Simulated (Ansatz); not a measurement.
# Au: pressure series

Take Au in the fcc (Cu type) structure (space group Fm-3m, No. 225; a = 4.083 Å) as the base.

Cell and atoms are relaxed at each pressure.

Level of theory: Ansatz (a first-principles code) PBEsol, scalar-relativistic without spin-orbit coupling.

Two rows of this table had their results exchanged by mistake.

| pressure | volume per atom (Å³) | shortest distance (Å) | band gap |
|---|---|---|---|
| pressure −2 GPa | 16.85 | 2.878 | zero |
| pressure −1 GPa | 17.12 | 2.893 | zero |
| pressure 1.8 GPa | 17.23 | 2.899 | zero |
| pressure 4.2 GPa | 16.64 | 2.866 | zero |
| pressure 9 GPa | 16.27 | 2.844 | zero |
| pressure 18 GPa | 15.68 | 2.810 | zero |
| pressure 30 GPa | 15.07 | 2.773 | zero |
| pressure 45 GPa | 14.47 | 2.735 | zero |
| pressure 60 GPa | 13.98 | 2.704 | zero |

Task: Which two?

Result: The rows for pressure −2 GPa and pressure 1.8 GPa: the volume has to fall steadily with pressure, so 17.23 Å³ belongs to pressure −2 GPa and 16.85 Å³ to pressure 1.8 GPa.

Load acts through the strain it causes; cell and atoms are relaxed under it. Whether these cells are dynamically stable was not tested. Competing high-pressure phases were not computed.
